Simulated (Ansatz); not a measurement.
Functionals compared on a constructed model of the (100) surface of fcc Ir, a pseudomorphic layer of Au in the host's stacking (bottom of the slab: a bare face, its two planes held), in Ansatz (plane waves, PAW). The structure was relaxed with PBE; the other rows are single points on it. Cutoff 420 eV (500 eV for r2SCAN).

Set-up: 7 atoms, 11.8 Å thick at the start; mesh 14x14x1; 0.1 eV smearing; dipole correction on; 2 atoms held, the rest relaxed; start symmetry kept, larger cells not searched; no spin, no spin-orbit, no U. It is one candidate, not shown to be the stable structure of the face. These notes are the PBE run's.

```csv
functional,work function of the top face (eV),rough cost of the single point
PBE,5.22,–
RPBE,5.03,about 24 core-seconds (a rough figure)
r2SCAN,[?],around 60 core-seconds (rough)
```

Question: What belongs in the gaps?

Answer: 
- r2SCAN, work function of the top face (eV): 5.23

Ansatz is a first-principles code.
